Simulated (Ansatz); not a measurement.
# A computed series for CdS: pressure series

Start from CdS in the wurtzite structure (space group P6_3mc, No. 186; a = 4.196 Å, c = 6.830 Å).

Cell and atoms are relaxed at each pressure.

Level of theory: Kohn–Sham DFT with the PBE functional, run in Ansatz (a first-principles code) with PAW and 420 eV plane waves, no spin-orbit coupling.

Candidates:
(a) pressure 22.5 GPa
(b) pressure 15 GPa
(c) pressure −2 GPa
(d) pressure 4.5 GPa
(e) pressure 9 GPa

For the base:

The width of the top valence band is 1.55 eV.

Order them by width of the top valence band, lowest first.

(c) pressure −2 GPa (1.44 eV), (d) pressure 4.5 GPa (1.77 eV), (e) pressure 9 GPa (1.94 eV), (b) pressure 15 GPa (2.15 eV), (a) pressure 22.5 GPa (2.43 eV)

The levels and masses belong to the bands next to the band gap. Load acts through the strain it causes; cell and atoms are relaxed under it. Whether these cells are dynamically stable was not tested. Measured, CdS leaves this structure (for rock salt) near 2.54 GPa (temperature not stated; as listed in Datta, Sujoy, Jana, Debnarayan, arXiv (2020)), on rising pressure, with hysteresis.
